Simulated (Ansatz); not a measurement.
**CaO, thickness series**

The reference is CaO in the rock salt structure (space group Fm-3m, No. 225).

```
CaO
1.0
    0.00000     2.39740     2.39740
    2.39740     0.00000     2.39740
    2.39740     2.39740     0.00000
O Ca
1 1
Direct
  0.00000   0.00000   0.00000
  0.50000   0.50000   0.50000
```

Cartesian axes are those of the cell as printed.

Free-standing slabs (2 atom(s) a layer) normal to the z axis with 15 Å of vacuum; in-plane cell held at bulk.

Level of theory: Ansatz (a first-principles code), r2SCAN, PAW, cutoff 500 eV, without spin-orbit coupling.

Notes on the quantities. excess energy per area of both faces: slab less bulk energy over the cell's area: twice a surface energy; layer's space group: with vacuum.

| case | excess energy per area of both faces | band gap | thickness between the outermost nuclei | layer's space group |
|---|---|---|---|---|
| base | – | 4.20 eV | – | – |
| 1 layer | – | 2.66 eV | – | P4/mmm (No. 123) |
| 2 layers | 1.54 J/m² | 3.11 eV | 2.34 Å | P4/nmm (No. 129) |
| 3 layers | 1.59 J/m² | 3.34 eV | 4.73 Å | P4/mmm (No. 123) |
| 4 layers | 1.58 J/m² | ___ | 7.13 Å | P4/nmm (No. 129) |
| 5 layers | 1.58 J/m² | 3.45 eV | 9.53 Å | P4/mmm (No. 123) |
| 6 layers | 1.58 J/m² | 3.47 eV | 11.92 Å | P4/nmm (No. 129) |
| 7 layers | 1.58 J/m² | 3.48 eV | 14.32 Å | P4/mmm (No. 123) |

Problem. Fill in the withheld entries from the trend.

Solution. 
- 4 layers, band gap: 3.41 eV

Slab and bulk use different k-meshes, which limits the precision of the excess energy. Stability against distortions was not tested.
